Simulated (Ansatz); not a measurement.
SiO2, treated with HSE06 in Ansatz (PAW).

Settings: plane-wave cutoff 520 eV, 6×6×4 k mesh (along the axes of the cell as run), Fermi–Dirac smearing 0.03 eV, scalar-relativistic PAW data made under PBE.

Starting structure:

```yaml
crystal:
  lattice:
    - [4.95700, 0.00000, 0.00000]
    - [0.00000, 4.95700, 0.00000]
    - [0.00000, 0.00000, 6.89030]
  atoms:
    - { symbol: Si, position: [0.30470, 0.30470, 0.00000] }
    - { symbol: Si, position: [0.80470, 0.19530, 0.75000] }
    - { symbol: Si, position: [0.19530, 0.80470, 0.25000] }
    - { symbol: Si, position: [0.69530, 0.69530, 0.50000] }
    - { symbol: O, position: [0.23810, 0.11090, 0.18260] }
    - { symbol: O, position: [0.73810, 0.38910, 0.56740] }
    - { symbol: O, position: [0.26190, 0.61090, 0.06740] }
    - { symbol: O, position: [0.76190, 0.88910, 0.68260] }
    - { symbol: O, position: [0.88910, 0.76190, 0.31740] }
    - { symbol: O, position: [0.38910, 0.73810, 0.43260] }
    - { symbol: O, position: [0.61090, 0.26190, 0.93260] }
    - { symbol: O, position: [0.11090, 0.23810, 0.81740] }
```

Q: Into what structure does the relaxation of cell and atoms lead at this level, with the symmetry of the start kept?

A: The volume grows by 7.4 %; final space group P4_12_12.
```yaml
crystal:
  lattice:
    - [5.06648, 0.00000, 0.00000]
    - [0.00000, 5.06648, 0.00000]
    - [0.00000, 0.00000, 7.08365]
  atoms:
    - { symbol: Si, position: [0.29104, 0.29104, 0.00000] }
    - { symbol: Si, position: [0.79104, 0.20896, 0.75000] }
    - { symbol: Si, position: [0.20896, 0.79104, 0.25000] }
    - { symbol: Si, position: [0.70896, 0.70896, 0.50000] }
    - { symbol: O, position: [0.24242, 0.08656, 0.17029] }
    - { symbol: O, position: [0.74242, 0.41344, 0.57971] }
    - { symbol: O, position: [0.25758, 0.58656, 0.07971] }
    - { symbol: O, position: [0.75758, 0.91344, 0.67029] }
    - { symbol: O, position: [0.91344, 0.75758, 0.32971] }
    - { symbol: O, position: [0.41344, 0.74242, 0.42029] }
    - { symbol: O, position: [0.58656, 0.25758, 0.92029] }
    - { symbol: O, position: [0.08656, 0.24242, 0.82971] }
```

Note: the volume lies 6 % above that of the published cell.

Ansatz is an electronic-structure program.
